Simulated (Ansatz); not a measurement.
Levels about the gap of amorphous Si24O49Cu2 (75 atoms in a cell of 1136 Å³, 2.32 g/cm³; zone centre alone, so wide bands show as single levels with stretches between that a denser mesh fills), at the geometry that PBE relaxed, where it gives 0.0 GPa on a denser mesh. Exact exchange is cut at the faces of this small cell, which leaves a finite-size error. The participation number counts the atoms over which a state spreads; weights are charges in smoothed Voronoi cells. The levels come from a single point, so bond lengths are those of that geometry. Method of the levels: HSE06, scalar-relativistic without spin-orbit coupling (Ansatz, a program for electronic structure). Sampling: the zone centre alone; Fermi-Dirac width 0.02 eV; no spin polarisation. At PBE the levels at the filled edge of the gap are localised (band-tail or defect states), and the nearest spread-out levels lie 5.1 eV apart at the zone centre.

A CHGNet melt-quench gave the starting glass, which DFT then relaxed. O atoms were pushed apart under 1.9 Å during the dynamics, to hinder bonds among them. The hot cell started wider than the set density and was brought back towards it in steps. It is the lowest in DFT energy of 2 quenches. It is a model cell: composition and starting density were chosen by hand, and all elements were melted together. No dispersion term was used. Its density started from a set value of 2.34 and ended at 2.32 g/cm³. The quench (nominally 320 K/ps over its main leg) was far faster than any real one, so the model tends to hold more defects than a real film. A cell of this size samples the disorder only roughly. Volume and shape were free in the relaxation.

```
E - E(highest filled), eV  filling  participation number        largest on  weight Cu  weight O  weight Si
-------------------------  -------  --------------------  ----------------  ---------  --------  ---------
-1.01                       filled                   1.1  Cu, 2 neighbours       0.97      0.03       0.00
-0.82                       filled                   1.7  Cu, 2 neighbours       0.76      0.22       0.02
-0.55                       filled                   1.6  Cu, 2 neighbours       0.79      0.19       0.02
-0.52                       filled                   2.4  Cu, 2 neighbours       0.56      0.42       0.02
-0.33                       filled                   2.1  Cu, 2 neighbours       0.64      0.34       0.02
-0.25                       filled                   1.6  Cu, 2 neighbours       0.78      0.21       0.02
0.00                        filled                   1.5  Cu, 2 neighbours       0.82      0.17       0.01
4.42                         empty                  45.9  Cu, 2 neighbours       0.14      0.64       0.22
5.71                         empty                  11.0  Cu, 2 neighbours       0.38      0.51       0.11
5.92                         empty                  31.8  Cu, 2 neighbours       0.17      0.60       0.23
6.19                         empty                  34.0  Si, 4 neighbours       0.11      0.64       0.24
6.35                         empty                  37.4   O, 2 neighbours       0.06      0.67       0.27
6.51                         empty                  46.8   O, 2 neighbours       0.06      0.68       0.26
6.68                         empty                  34.3  Cu, 2 neighbours       0.17      0.62       0.21
```

Most localised among these is the filled level at -1.01 eV, on a Cu atom, which has 2 neighbours (O 1.78 Å, O 1.91 Å).
